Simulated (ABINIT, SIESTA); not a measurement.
A SIESTA input for a self-consistent single point of NiPt₃ (Pm-3m, 4 atoms in the cell) (DFT, GGA PBEsol, numerical atomic orbitals TZP, PseudoDojo PBEsol standard norm-conserving potentials (rewritten from UPF to PSML)):

```
# files in the folder: Ni.psml Pt.psml (PseudoDojo PBEsol standard)
SystemName  NiPt3
SystemLabel NiPt3

NumberOfAtoms                4
NumberOfSpecies              2
%block ChemicalSpeciesLabel
  1 28 Ni
  2 78 Pt
%endblock ChemicalSpeciesLabel
LatticeConstant              3.838463 Ang
%block LatticeVectors
     1.000000000    0.000000000    0.000000000
     0.000000000    1.000000000    0.000000000
     0.000000000    0.000000000    1.000000000
%endblock LatticeVectors
AtomicCoordinatesFormat      Ang
%block AtomicCoordinatesAndAtomicSpecies
     0.000000000    0.000000000    0.000000000  1
     0.000000000    1.919231500    1.919231500  2
     1.919231500    0.000000000    1.919231500  2
     1.919231500    1.919231500    0.000000000  2
%endblock AtomicCoordinatesAndAtomicSpecies

XC.functional                GGA
XC.authors                   PBEsol
PAO.BasisSize                TZP
PAO.EnergyShift              0.005 Ry
MeshCutoff                   400 Ry
%block kgrid.MonkhorstPack
    9   0   0  0.0
    0   9   0  0.0
    0   0   9  0.0
%endblock kgrid.MonkhorstPack
OccupationFunction           MP
OccupationMPOrder            0
ElectronicTemperature        100.0 meV
Spin                         polarized
%block DM.InitSpin
  1 +2.00
  2 +0.00
  3 +0.00
  4 +0.00
%endblock DM.InitSpin

MaxSCFIterations             150
SCF.Mixer.Method             Pulay
SCF.Mixer.Weight             0.1
SCF.Mixer.History            8
SCF.DM.Tolerance             1.0E-05
Diag.ParallelOverK           true
WriteForces                  true
Charge.Mulliken              end
```

Question: Give the ABINIT input for the same structure, mesh, smearing and functional.

Answer: This is the input that was run; spellings and numerical settings could be chosen otherwise.

```
# NiPt3, PseudoDojo nc-sr-04 PBEsol standard
pp_dirpath "./"
pseudos "Ni.upf, Pt.upf"
acell 3.8384630000 3.8384630000 3.8384630000 Angstrom
rprim
         1.0000000000    0.0000000000    0.0000000000
         0.0000000000    1.0000000000    0.0000000000
         0.0000000000    0.0000000000    1.0000000000
natom 4
ntypat 2
znucl 28 78
typat 1 2 2 2
xcart
         0.0000000000    0.0000000000    0.0000000000
         0.0000000000    3.6268219048    3.6268219048
         3.6268219048    0.0000000000    3.6268219048
         3.6268219048    3.6268219048    0.0000000000
ecut 49 Ha
nsppol 2
spinat
      0 0 2
      0 0 0
      0 0 0
      0 0 0
occopt 7
tsmear 0.00367493
nband 47
kptopt 1
ngkpt 9 9 9
nshiftk 1
shiftk 0 0 0
nstep 100
tolvrs 1.0e-12
prtwf 0
prtden 0
enunit 2
```

Basis settings and potentials, where a program has them, do not carry over. This input uses DFT, PBEsol, plane waves, norm-conserving pseudopotentials (PseudoDojo nc-sr-04 PBEsol standard). Both were run: pressure -2.49 GPa in SIESTA and -3.13 in ABINIT; size of the net moment 0.34 μB/atom in SIESTA and 0.33 in ABINIT.

On ABINIT: the starting cell comes from a database of computed structures (which also holds hypothetical and non-ambient phases and stackings), without a prior relaxation at this level. Its lattice was rescaled by a random factor within 2.5 % of one. With one magnetic atom in the cell only a parallel order is possible. With a pressure of about -3 GPa the cell is away from its equilibrium volume at this level.

On SIESTA: the starting cell comes from a database of computed structures (which also holds hypothetical and non-ambient phases and stackings), without a prior relaxation at this level. Its lattice was rescaled by a random factor within 2.5 % of one. With one magnetic atom in the cell only a parallel order is possible. Values carry the incompleteness of an atom-centred basis.
